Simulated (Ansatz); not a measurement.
```
CELL_PARAMETERS angstrom
      0.00000     0.00000    -3.77231
     -1.90404     2.69272    -1.88615
      1.90404     2.69272    -1.88615
ATOMIC_POSITIONS crystal
  S  0.24915 0.25085 0.25085
  Zn 0.00085 0.99915 0.99915
```

No spin polarisation.

Computed with plane-wave PAW DFT at the PBEsol level (Ansatz, a quantum-chemistry and plane-wave program, 420 eV), no spin-orbit coupling. Γ-centred 11×11×11 mesh, Fermi–Dirac width 0.05 eV.

**Question.** What is the computed valence-band top at Γ (three highest levels, from the VBM)?

**Answer.** 0.00, -0.04, -0.05 eV.

**Question.** Predict the mean in-plane stress (compression positive).

**Answer.** -0.8 GPa.

A biaxial case was relaxed in a doubled cell and then solved in the primitive one. The levels and masses belong to the bands next to the band gap. The cells carry an imposed strain or load. Stability against distortions was not tested. The cell was made from ZnS in the zinc blende structure (space group F-43m, No. 216) by this change: biaxial strain +0.54 %, plane normal [110], relaxed out of plane.
